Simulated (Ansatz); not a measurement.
The starting structures come from a database of crystals and need not be the phases stable at ambient conditions.

 Where the default PAW files enter, the runs use the earlier of Ansatz's two default sets.

Here is the system:

```
CELL_PARAMETERS angstrom
      5.35089     0.00000     0.00000
      2.67544     4.63401     0.00000
      2.67545     1.54467     4.74148
ATOMIC_POSITIONS crystal
  Zn 0.28407 0.28407 0.14779
  Zn 0.78407 0.78407 0.64779
  Sn 0.00184 0.00184 0.99448
  Sn 0.50184 0.50184 0.49448
  O  0.60710 0.21281 0.28732
  O  0.21281 0.89277 0.28732
  O  0.89277 0.60710 0.28732
  O  0.39277 0.71281 0.78732
  O  0.10710 0.39277 0.78732
  O  0.71281 0.10710 0.78732
```

Space group of this cell: R3c. The cell is taken as given; by PBEsol its mean pressure is -7.1 GPa.

The numbers are results of PBEsol (plane waves, PAW; Ansatz, a first-principles code), not measurements.

The current runs along the normal of the first two printed vectors; no spin-orbit coupling. Scaled by the factor s: the length along the current (ions clamped). Meshes 8×8×8 and 12×12 across the current in all rows.

| s | mean pressure (GPa) | band gap (eV) |
|---|---|---|
| 0.97 | -2.6 | 1.21 |
| 1.00 | -7.1 | 0.99 |
| 1.03 | -10.9 | ? |

### Question
Take the slope of the band gap against ln s from the two given rows, extrapolate to s = 1.03, and say what the run there gives.

### Answer
Slope = (1.21 − 0.99) / ln 0.97 = -7.22 eV. The line gives 0.99 + (-7.22) × ln 1.03 = 0.78 eV. The run gives 0.75 eV, 0.03 eV under the line, 12 % of the predicted step.
